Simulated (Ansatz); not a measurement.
HfN: pressure series

Base system: HfN in the rock salt structure (space group Fm-3m, No. 225).

```
CELL_PARAMETERS angstrom
      0.00000     2.26274     2.26274
      2.26274     0.00000     2.26274
      2.26274     2.26274     0.00000
ATOMIC_POSITIONS crystal
  Hf 0.00000 0.00000 0.00000
  N  0.50000 0.50000 0.50000
```

Cell and atoms are relaxed at each pressure.

The values are results of Ansatz (an electronic-structure program), r2SCAN, PAW, cutoff 500 eV, spin-orbit coupling left out, not measurements.

Notes on the quantities. enthalpy: H = E + PV relative to the base's energy.

```csv
change,shortest interatomic distance,enthalpy
base,2.263 Å,–
pressure −2 GPa,2.268 Å,-0.15 eV/atom
pressure −1 GPa,2.265 Å,-0.07 eV/atom
pressure 0.9 GPa,2.260 Å,+0.06 eV/atom
pressure 2.1 GPa,2.257 Å,+0.15 eV/atom
pressure 4.5 GPa,2.251 Å,+0.32 eV/atom
pressure 9 GPa,2.240 Å,+0.64 eV/atom
pressure 15 GPa,2.227 Å,+1.06 eV/atom
pressure 22.5 GPa,?,+1.57 eV/atom
pressure 30 GPa,2.197 Å,+2.07 eV/atom
```

**Question.** Some entries are withheld; estimate them.

**Answer.** 
- pressure 22.5 GPa, shortest interatomic distance: 2.211 Å

Load acts through the strain it causes; cell and atoms are relaxed under it. Stability against distortions was not tested. Competing high-pressure phases were not computed. All final runs are without spin polarisation. An odd electron count without spin: HfN.
